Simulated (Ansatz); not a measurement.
SiCO4 (model structure, I-4, No. 82, 6 atoms in the cell), treated with PBE in Ansatz (plane waves, PAW).

Numerical settings: plane-wave cutoff 520 eV, 12×12×12 k mesh, Fermi–Dirac smearing 0.01 eV, scalar-relativistic PAW data made under PBE.

The cell is the one relaxed with PBEsol. Conventional cell: a = 4.3789 Å, b = 4.3789 Å, c = 6.5484 Å, α = 90.00°, β = 90.00°, γ = 90.00°.

```xyz
6
Lattice="-2.1894 2.1894 3.2742 2.1894 -2.1894 3.2742 2.1894 2.1894 -3.2742" Properties=species:S:1:pos:R:3 pbc="T T T"
Si     0.0000     0.0000     0.0000
C      0.0000     2.1894     1.6371
O      0.6354     1.2346     0.8618
O      1.5541     0.9549     4.1360
O     -0.9549     1.5541     2.4124
O      3.1443     0.6354    -0.8618
```

Problem. List the 20 lowest band energies at Γ above −25 eV (eV, relative to the valence band maximum), grouping those that round alike.

Solution. At Γ: -22.01, -17.99 (×2), -17.71, -11.45, -7.57 (×2), -6.85, -3.33, -2.20, -1.80, -1.13 (×2), -0.93, -0.34 (×2), 7.07, 8.44, 10.42 (×2).

Note: the relaxation could raise the start's symmetry but not lower it, so the cell can be a saddle point; cell and atoms aren't relaxed at this level (largest force component 0.18 eV/Å, pressure 3.9 GPa).

A model structure was made by putting elements into a prototype or built by hand; it is no filed structure, need not be a known phase, and can be a saddle point held by its symmetry.

Ansatz is an electronic-structure program.
